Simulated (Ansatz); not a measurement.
**Carrier doping in Cu2O**

The reference is Cu2O (space group Pn-3m, No. 224; a = 4.246 Å).

Carriers are added at fixed cell with a uniform background; the Fermi–Dirac width is that of 300 K.

Method: r2SCAN (Ansatz, a quantum-chemistry and plane-wave program; PAW; 500 eV plane waves; no SOC).

Notes on the quantities. Fermi level from band edge: Fermi level relative to the doped band's edge (positive inside the band; to 0.05 eV).

```csv
hole density (10^21 cm⁻³),Fermi level from band edge (eV)
2,0.15
3,?
5,0.25
20,0.45
```

Q: Fit E_F = C n^s, fitted as a line in log–log form (a parabolic band gives s = 2/3) to the rows shown and predict the withheld row.

A: Least squares on the printed values gives C = 0.11 eV, s = 0.47 (largest residual 0.01 eV); this predicts 0.19 eV, and the run gives 0.20 eV, in agreement.

Carriers are added with a uniform compensating background; total energy and stress of such cells depend on the potential's zero and are not compared; many-body gap narrowing is missing at this level. Stability against distortions was not tested. No Hubbard U is applied. The final runs are not spin-polarised.
